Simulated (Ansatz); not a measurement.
GaCuSe2: Cu → H

The reference is GaCuSe2 in the chalcopyrite structure (space group I-42d, No. 122; a = 5.608 Å, c = 11.098 Å).

The change: full substitution Cu → H; the structure is relaxed again.

Calculations: r2SCAN, PAW, 500 eV (Ansatz, a program for electronic structure; without spin-orbit coupling). k-mesh 9×9×9 (Γ-centred); smearing 0.05 eV (Fermi–Dirac), for the changed cell.

Volume per atom: 18.82 Å³ (base 21.82 Å³)
c/a ratio: 2.000 (base 1.979)
Space group: I-42d (No. 122) (base I-42d (No. 122))
Shortest interatomic distance: 2.200 Å (base 2.408 Å)
Band gap: 0.57 eV (base 0.57 eV)
Gap character: direct at Γ (base direct at Γ)
Width of the top valence band: 1.07 eV (base 0.93 eV)
Electron mass: 0.040 mₑ along c, 0.044 mₑ across (at Γ) (base 0.071 mₑ along c, 0.079 mₑ across (at Γ))
Valence-band top at Γ (three highest levels, from the VBM): 0.00, -0.04, -0.04 eV (base 0.00, -0.11, -0.11 eV)

Effective masses come from finite differences of ±0.01 Å⁻¹. Stability against distortions was not tested. As relaxed here, GaHSe2 is a hypothetical phase, not in the database extracts checked. All final runs are without spin polarisation.
